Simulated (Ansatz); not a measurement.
Input:

```yaml
crystal:
  lattice:
    - [3.14427, 0.00000, 0.00000]
    - [0.00000, 3.14427, 0.00000]
    - [0.00000, 0.00000, 3.14427]
  atoms:
    - { symbol: Zn, position: [0.50000, 0.50000, 0.50000] }
    - { symbol: Au, position: [0.00000, 0.00000, 0.00000] }
```

No spin polarisation.

Calculations: PBEsol (Ansatz, a quantum-chemistry and plane-wave program, PAW, no spin-orbit coupling). k-mesh 18×18×18 (Γ-centred); smearing 0.1 eV (Fermi–Dirac).

**Question.** Estimate the pressure.

**Answer.** -2.0 GPa.

**Question.** What band gap does the calculation give?

**Answer.** Zero.

The cells carry an imposed strain or load. No phonon test of stability was made. The cell was made from ZnAu in the CsCl type structure (space group Pm-3m, No. 221) by this change: isotropic strain +0.50 %.
